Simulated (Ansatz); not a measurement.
Base system: Nb in the bcc (W type) structure (space group Im-3m, No. 229; a = 3.273 Å; relaxed with 0.1 eV smearing).

Computed with Ansatz (a quantum-chemistry and plane-wave program) PBEsol, scalar-relativistic without spin-orbit coupling, earlier PAW set.

Before the change:

```
Property   Result
--------  -------
Pressure  0.0 GPa
```

Now apply this change: an isotropic linear strain of +2.07 %; the atoms relax in the strained cell.

Q: Predict the new energy relative to the base and pressure.

A: The energy increases by 36 meV/atom; the pressure goes from zero to -9.9 GPa.

Stability against distortions was not tested. The final runs are not spin-polarised.
